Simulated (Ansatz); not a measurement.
Consider TiB2 (space group P6/mmm, No. 191; a = 3.017 Å, c = 3.185 Å). Axes: x lies along a and z along c of the hexagonal cell.

Method: PBEsol (Ansatz, a first-principles code; PAW; 420 eV plane waves; no SOC).

Base values:

```
Property                        Result
-----------------------------  -------
Pressure                       0.0 GPa
Shortest interatomic distance  1.742 Å
Band gap                          zero
```

Now apply this change: tensor shear ε_yz = −3.75 % (engineering shear γ = -0.0750), atoms relaxed at fixed cell.

### Question
What happens to the energy relative to the base?

### Answer
The energy grows by 41 meV/atom.

### Question
Predict the new pressure.

### Answer
The pressure (mean of the normal stresses, compression positive) goes from zero to 1.9 GPa.

### Question
What happens to the shortest interatomic distance?

### Answer
The shortest interatomic distance stays 1.742 Å.

### Question
Estimate the effect on the band gap.

### Answer
The band gap is still zero.

A case with no gap was solved on a k-mesh chosen for an insulator, which is coarse for it. Without a gap, meshes like the base's 13×13×10 leave anisotropic stresses uncertain by several tenths of a GPa, and small strain energies with them. The cells carry an imposed strain or load. Whether these cells are dynamically stable was not tested. The final runs are not spin-polarised.
